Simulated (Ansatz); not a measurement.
The parent structure is BAs in the zinc blende structure (space group F-43m, No. 216; a = 4.783 Å).

Level of theory: plane-wave PAW DFT at the r2SCAN level (Ansatz, an electronic-structure program, 500 eV), no SOC, earlier PAW set.

For the base:

The hole mass comes out as 0.21, 0.22, 0.22 mₑ (at Γ) and the width of the top valence band is 5.41 eV. The volume per atom is 13.67 Å³ and the gap character is indirect, Γ → Γ–X (76 % along). The band gap comes out as 1.38 eV.

It is then changed as follows: hydrostatic tension (pressure −1 GPa).

Q: What does the calculation give for the hole mass, width of the top valence band, volume per atom, gap character and band gap after the change?

A: The hole mass (degenerate bands, along [100]) remains 0.21, 0.22, 0.22 mₑ (at Γ); the width of the top valence band drops by 0.04 eV (5.41 eV → 5.37 eV); the volume per atom increases by 0.10 Å³, from 13.67 Å³ to 13.77 Å³; the gap character remains indirect, Γ → Γ–X (76 % along); the band gap stays essentially unchanged (1.38 eV against 1.39 eV).

Load acts through the strain it causes; cell and atoms are relaxed under it. Effective masses come from finite differences of ±0.01 Å⁻¹. No phonon test of stability was made.
